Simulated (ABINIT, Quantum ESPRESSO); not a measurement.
An ABINIT input for a self-consistent single point of MgB2 (P6/mmm, 3 atoms in the cell) (DFT, LDA (PW92), plane waves, PAW (JTH v2.0 LDA PAW)):

```
# MgB2, JTH v2.0 LDA PAW
pp_dirpath "./"
pseudos "Mg.LDA_PW-JTH.xml, B.LDA_PW-JTH.xml"
acell 3*1.0
rprim
         5.6639191977   -0.0000004566    0.0000000000
        -2.8319592035    4.9050981385    0.0000000000
         0.0000000000    0.0000000000    6.5110948261
natom 3
ntypat 2
znucl 12 5
typat 1 2 2
xred
         0.0000000000    0.0000000000    0.0000000000
         0.6666666667    0.3333333333    0.5000000000
         0.3333333333    0.6666666667    0.5000000000
ecut 20
pawecutdg 40
pawovlp -1
ixc 7
occopt 3
tsmear 0.00367493
nband 13
kptopt 1
ngkpt 13 13 10
nshiftk 1
shiftk 0 0 0
nstep 60
toldfe 1.0e-09
prtwf 0
prtden 0
enunit 1
```

Problem. Translate this input to Quantum ESPRESSO.

Solution. This is the input that was run; spellings and numerical settings could be chosen otherwise.

```fortran
&CONTROL
  calculation = 'scf',
  prefix = 'run',
  outdir = './tmp',
  pseudo_dir = './',
  tprnfor = .true.,
  tstress = .true.,
/
&SYSTEM
  ibrav = 0,
  nat = 3,
  ntyp = 2,
  ecutwfc = 40,
  ecutrho = 200,
  occupations = 'smearing',
  smearing = 'fermi-dirac',
  degauss = 0.0073499,
/
&ELECTRONS
  conv_thr = 1.0d-8,
  mixing_beta = 0.7,
/
ATOMIC_SPECIES
Mg    24.3050  mg_lda_v1.4.uspp.F.UPF
B     10.8100  b_lda_v1.4.uspp.F.UPF
ATOMIC_POSITIONS {angstrom}
Mg    0.0000000000    0.0000000000    0.0000000000
B     1.4986084819    0.8652220104    1.7227615000
B     0.0000000000    1.7304440209    1.7227615000
K_POINTS {automatic}
13 13 10  0 0 0
CELL_PARAMETERS {angstrom}
   2.9972169638     0.0000000000     0.0000000000
  -1.4986084819     2.5956660313     0.0000000000
   0.0000000000     0.0000000000     3.4455230000
```

Basis, cutoffs, solver keys and any potentials are the target program's own. This input uses DFT, LDA (PZ), plane waves, GBRV 1.5 ultrasoft (LDA) pseudopotentials. LDA parametrisations can differ slightly between programs.

The starting cell comes from a database of computed structures (which also holds hypothetical and non-ambient phases and stackings), without a prior relaxation at this level. Its lattice was rescaled by a random factor within 2.5 % of one.
